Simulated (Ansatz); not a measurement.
Data:

```
CdS
1.0
    4.22009     0.00000     0.00000
    2.11005     3.65471     0.00000
    0.00000     0.00000     6.79664
Cd S
2 2
Direct
  0.33333   0.33333   0.99798
  0.66667   0.66667   0.49798
  0.33333   0.33333   0.37682
  0.66667   0.66667   0.87682
```

A single point on CdS with a change (biaxial strain +0.56 %, plane normal [001], relaxed out of plane), its geometry relaxed with PBE.

Calculations: plane-wave PAW DFT at the PBE level (Ansatz, a quantum-chemistry and plane-wave program, 420 eV), spin-orbit coupling included, earlier PAW set. Γ-centred 9×9×5 mesh, Fermi–Dirac width 0.05 eV.

Q: Predict the band gap.

A: 1.10 eV.

Q: Estimate the electron mass.

A: 0.12 mₑ out of plane, 0.13 mₑ in plane (at Γ).

Single points use the geometry relaxed with PBE. Masses are band curvatures over ±0.01 Å⁻¹ around the edge. Stability against distortions was not tested. The cell was made from CdS in the wurtzite structure (space group P6_3mc, No. 186) by this change: biaxial strain +0.56 %, plane normal [001], relaxed out of plane.
